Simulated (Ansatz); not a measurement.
Take Hf₃N₄ (space group I-43d, No. 220) as the base.

```cif
data_Hf6N8
_chemical_formula_sum 'Hf6 N8'
_space_group_name_H-M_alt 'P 1'
_space_group_IT_number 1
_cell_length_a 5.76006
_cell_length_b 5.76006
_cell_length_c 5.76006
_cell_angle_alpha 109.471
_cell_angle_beta 109.471
_cell_angle_gamma 109.471
loop_
_space_group_symop_operation_xyz
  'x, y, z'
loop_
_atom_site_label
_atom_site_type_symbol
_atom_site_fract_x
_atom_site_fract_y
_atom_site_fract_z
_atom_site_occupancy
Hf1 Hf 0.87500 0.25000 0.12500 1
Hf2 Hf 0.75000 0.37500 0.62500 1
Hf3 Hf 0.62500 0.75000 0.37500 1
Hf4 Hf 0.25000 0.12500 0.87500 1
Hf5 Hf 0.12500 0.87500 0.25000 1
Hf6 Hf 0.37500 0.62500 0.75000 1
N1 N 0.50000 0.00000 0.63945 1
N2 N 0.00000 0.13945 0.50000 1
N3 N 0.86055 0.86055 0.86055 1
N4 N 0.13945 0.50000 0.00000 1
N5 N 0.00000 0.63945 0.50000 1
N6 N 0.50000 0.00000 0.13945 1
N7 N 0.63945 0.50000 0.00000 1
N8 N 0.36055 0.36055 0.36055 1
```

All numbers come from PBEsol in Ansatz (plane waves to 420 eV, PAW, no spin-orbit coupling).

Before the change:

| Quantity | Value |
|---|---|
| Volume per atom | 10.51 Å³ |
| Gap character | direct at Γ |
| Electron mass | 0.29, 0.42 mₑ (at Γ) |

Perturbation: cell and atoms relaxed at a pressure of 0.7 GPa.

Problem. Estimate the effect on the volume per atom.

Solution. The volume per atom shrinks by 0.03 Å³, from 10.51 Å³ to 10.48 Å³.

Problem. How does this affect the gap character?

Solution. The gap character remains direct at Γ.

Problem. What does the calculation give for the electron mass after the change?

Solution. The electron mass (degenerate bands, along [100]) is still 0.29, 0.42 mₑ (at Γ).

Spin-orbit coupling, missing from the scalar runs, can matter with Hf. Load acts through the strain it causes; cell and atoms are relaxed under it. Effective masses come from finite differences of ±0.01 Å⁻¹. Whether these cells are dynamically stable was not tested.

Ansatz is a quantum-chemistry and plane-wave program.
